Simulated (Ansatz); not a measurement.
Take AlN in the wurtzite structure (space group P6_3mc, No. 186) as the base.

```yaml
crystal:
  lattice:
    - [3.10656, 0.00000, 0.00000]
    - [-1.55328, 2.69036, 0.00000]
    - [0.00000, 0.00000, 4.97805]
  atoms:
    - { symbol: Al, position: [0.33333, 0.66667, 0.99658] }
    - { symbol: Al, position: [0.66667, 0.33333, 0.49658] }
    - { symbol: N, position: [0.33333, 0.66667, 0.37822] }
    - { symbol: N, position: [0.66667, 0.33333, 0.87822] }
```

Cartesian axes are those of the cell as printed.

Levels (all Ansatz, a program for electronic structure, PAW, earlier PAW set): r2SCAN (500 eV, spin-orbit coupling left out); HSE06 (420 eV, spin-orbit coupling left out).

Its gap is 4.87 eV with r2SCAN and 5.60 eV with HSE06.

One thing is altered: the cell is stretched by 1.36 % along y with no lateral relaxation, atoms relaxed at fixed cell.

With r2SCAN the gap becomes 4.71 eV.

Problem. If the HSE06 correction stayed the same, what would the HSE06 gap be, and what does the HSE06 run give?

Solution. A rigid correction of +0.73 eV gives 5.44 eV. The HSE06 run gives 5.44 eV, so the two effects roughly add.

Single points use the geometry relaxed with r2SCAN. The cells carry an imposed strain or load. Stability against distortions was not tested.
